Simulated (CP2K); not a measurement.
## CP2K run on Ba2As (I4/mmm, 6 atoms in the cell): self-consistent single point

Computed with LDA (Pade form), GPW, DZVP-MOLOPT-SR-GTH basis, GTH-PADE potentials (GTH_POTENTIALS) (CP2K).

Input:

```
&GLOBAL
  PROJECT bulk
  RUN_TYPE ENERGY_FORCE
  PRINT_LEVEL MEDIUM
&END GLOBAL
&FORCE_EVAL
  METHOD Quickstep
  STRESS_TENSOR ANALYTICAL
  &DFT
    BASIS_SET_FILE_NAME BASIS_MOLOPT
    POTENTIAL_FILE_NAME GTH_POTENTIALS
    &QS
      METHOD GPW
      EPS_DEFAULT 1E-10
    &END QS
    &MGRID
      CUTOFF 500
      REL_CUTOFF 50
      NGRIDS 5
    &END MGRID
    &SCF
      SCF_GUESS ATOMIC
      EPS_SCF 1E-7
      MAX_SCF 100
      ADDED_MOS 9
      &DIAGONALIZATION
        ALGORITHM STANDARD
      &END DIAGONALIZATION
      &MIXING
        METHOD BROYDEN_MIXING
        ALPHA 0.3
        NBUFFER 8
      &END MIXING
      &SMEAR ON
        METHOD MARZARI_VANDERBILT
        SIGMA [eV] 0.272
      &END SMEAR
    &END SCF
    &KPOINTS
      SCHEME MONKHORST-PACK 5 5 5
    &END KPOINTS
    &XC
      &XC_FUNCTIONAL PADE
      &END XC_FUNCTIONAL
    &END XC
    &PRINT
      &MO
        EIGENVALUES T
        OCCUPATION_NUMBERS T
        NDIGITS 8
        FILENAME mo
        &EACH
          QS_SCF 0
        &END EACH
        ADD_LAST NUMERIC
      &END MO
      &MULLIKEN ON
      &END MULLIKEN
    &END PRINT
  &END DFT
  &SUBSYS
    &CELL
      A 9.72430200 0.00000000 0.00000000
      B 7.04217100 6.70595900 0.00000000
      C -8.38323600 -3.35297900 3.61122300
      PERIODIC XYZ
    &END CELL
    &COORD
      SCALED
      Ba       0.31593000     0.31593000     0.00000000
      Ba       0.68407000     0.68407000     0.00000000
      Ba       0.00000000     0.50000000     0.50000000
      Ba       0.50000000     0.00000000     0.50000000
      As       0.13225000     0.13225000     0.00000000
      As       0.86775000     0.86775000     0.00000000
    &END COORD
    &KIND Ba
      BASIS_SET DZVP-MOLOPT-SR-GTH-q10
      POTENTIAL GTH-PADE-q10
    &END KIND
    &KIND As
      BASIS_SET DZVP-MOLOPT-SR-GTH-q5
      POTENTIAL GTH-PADE-q5
    &END KIND
  &END SUBSYS
  &PRINT
    &FORCES ON
    &END FORCES
    &STRESS_TENSOR ON
    &END STRESS_TENSOR
  &END PRINT
&END FORCE_EVAL
```

Log, with long lists cut:

```
 GLOBAL| Method name                                                        CP2K
 GLOBAL| Project name                                                       bulk
 GLOBAL| Run type                                                   ENERGY_FORCE

 CELL| Volume [angstrom^3]:                                           235.490634
 CELL| Vector a [angstrom]:       9.724     0.000     0.000   |a| =     9.724302
 CELL| Vector b [angstrom]:       7.042     6.706     0.000   |b| =     9.724302
 CELL| Vector c [angstrom]:      -8.383    -3.353     3.611   |c| =     9.724302
 CELL| Angle (b,c), alpha [degree]:                                   149.552210
 CELL| Angle (a,c), beta  [degree]:                                   149.552211
 CELL| Angle (a,b), gamma [degree]:                                    43.599105
 CELL| Numerically orthorhombic:                                              NO
 CELL| Periodicity                                                           XYZ

 DFT| Spin restricted Kohn-Sham (RKS) calculation                            RKS
 DFT| Multiplicity                                                             1
 DFT| Number of spin states                                                    1
 DFT| Charge                                                                   0
 DFT| XC density smoothing                                                  NONE
 DFT| XC derivatives                                                          PW

 QS| Method:                                                                 GPW
 QS| Density plane wave grid type                        NON-SPHERICAL FULLSPACE
 QS| Number of grid levels:                                                    5
 QS| Density cutoff [a.u.]:                                                250.0
 QS| Multi grid cutoff [a.u.]: 1) grid level                               250.0
   [... lines left out ...]
 BRILLOUIN| Wavefunction type                                            COMPLEX
 BRILLOUIN| List of Kpoints [2 Pi/Bohr]                                       63
 BRILLOUIN| Number           Weight            X              Y              Z
 BRILLOUIN|     1           0.01600       -0.40000       -0.40000       -0.40000
 BRILLOUIN|     2           0.01600       -0.40000       -0.40000       -0.20000
 BRILLOUIN|     3           0.01600       -0.40000       -0.40000        0.00000
   [... 60 lines left out ...]
 *******************************************************************************

 Extrapolation method: initial_guess

 Re-scaling the density matrix to get the right number of electrons
                  # Electrons              Trace(P)               Scaling factor
                           50                50.000                        1.000

 Number of electrons:                                                         50
 Number of occupied orbitals:                                                 25
 Number of molecular orbitals:                                                34

 Number of orbital functions:                                                 82
 Number of independent orbital functions:                                     82
 SCF WAVEFUNCTION OPTIMIZATION

  Step     Update method      Time    Convergence         Total energy    Change
     1 NoMix/Diag. 0.30E+00      -     1.73027626      -116.0216893824 -1.16E+02
     2 Broy./Diag. 0.30E+00      -     0.10775180      -115.1717777299  8.50E-01
     3 Broy./Diag. 0.30E+00      -     0.08464827      -115.1967304650 -2.50E-02
     4 Broy./Diag. 0.30E+00      -     0.01715637      -115.1881376611  8.59E-03
     5 Broy./Diag. 0.30E+00      -     0.00808958      -115.1068844389  8.13E-02
     6 Broy./Diag. 0.30E+00      -     0.00047760      -115.1195603551 -1.27E-02
     7 Broy./Diag. 0.30E+00      -     0.00039454      -115.1236082951 -4.05E-03
   [... 3 lines left out ...]
    11 Broy./Diag. 0.30E+00      -     0.00001220      -115.1259421034  1.82E-05
    12 Broy./Diag. 0.30E+00      -     0.00000064      -115.1259141385  2.80E-05
    13 Broy./Diag. 0.30E+00      -     0.00000072      -115.1259132592  8.79E-07
    14 Broy./Diag. 0.30E+00      -     0.00000015      -115.1259140156 -7.56E-07
    15 Broy./Diag. 0.30E+00      -     0.00000003      -115.1259139131  1.03E-07
  *** SCF run converged in    15 steps ***

  Electronic density on regular grids:        -49.9999999998        0.0000000002
  Core density on regular grids:               49.9999999922       -0.0000000078
  Total charge density on r-space grids:       -0.0000000077
  Total charge density g-space grids:          -0.0000000077

  Overlap energy of the core charge distribution:               0.00000000000000
  Self energy of the core charge distribution:               -236.08360422671427
  Core Hamiltonian energy:                                     46.49617090312603
  Hartree energy:                                              92.34954370617960
  Exchange-correlation energy:                                -17.88706609846268
  Smearing free energy correction:                             -0.00095819736218
  Fermi energy:                                                 0.23953945808950

  Total energy:                                              -115.12591391309657

                     Mulliken Population Analysis

 #  Atom  Element  Kind  Atomic population                           Net charge
       1     Ba       1          9.335636                              0.664364
       2     Ba       1          9.335636                              0.664364
       3     Ba       1          9.580503                              0.419497
       4     Ba       1          9.580526                              0.419474
       5     As       2          6.083850                             -1.083850
       6     As       2          6.083850                             -1.083850
 # Total charge                             50.000000                  0.000000

 ENERGY| Total FORCE_EVAL ( QS ) energy [hartree]           -115.125913894693042

 FORCES| Atomic forces [hartree/bohr]
 FORCES|   Atom     x               y               z               |f|
 FORCES|      1 -4.79054283E-05 -1.91331176E-05 -1.10124442E-08   5.15849432E-05
 FORCES|      2  4.79160997E-05  1.91408208E-05  1.53680975E-08   5.15977118E-05
 FORCES|      3  5.37010263E-09 -6.73211331E-10  2.46394359E-09   5.94661532E-09
 FORCES|      4  1.01336898E-08  1.11378641E-08 -7.46908108E-09   1.68086542E-08
 FORCES|      5 -2.23069694E-03 -8.92150180E-04 -3.32455494E-08   2.40248637E-03
 FORCES|      6  2.23067076E-03  8.92132012E-04  3.38951870E-08   2.40245532E-03
 FORCES| Sum    -6.75226802E-13 -2.88062109E-13  1.53360129E-13
 FORCES| Total atomic force                                       7.49953560E-13

 STRESS| Analytical stress tensor [bar]
 STRESS|                        x                   y                   z
 STRESS|      x       -3.18458234451E+04  -2.81261740400E+03  -1.06347166134E-01
 STRESS|      y       -2.81261740400E+03  -2.59385239467E+04  -1.17245287236E-01
 STRESS|      z       -1.06347166134E-01  -1.17245287236E-01  -2.48136145423E+04
 STRESS| 1/3 Trace                                            -2.75326539781E+04
```

The run converged in 15 iterations.

The starting cell comes from a database of computed structures (which also holds hypothetical and non-ambient phases and stackings), without a prior relaxation at this level. Values carry the incompleteness of an atom-centred basis. The run gives no clean gap (levels at the Fermi energy touch, overlap or are partly filled at this smearing), which alone does not show that the compound is a metal.

Cost on one core of a shared machine: roughly 2 min.
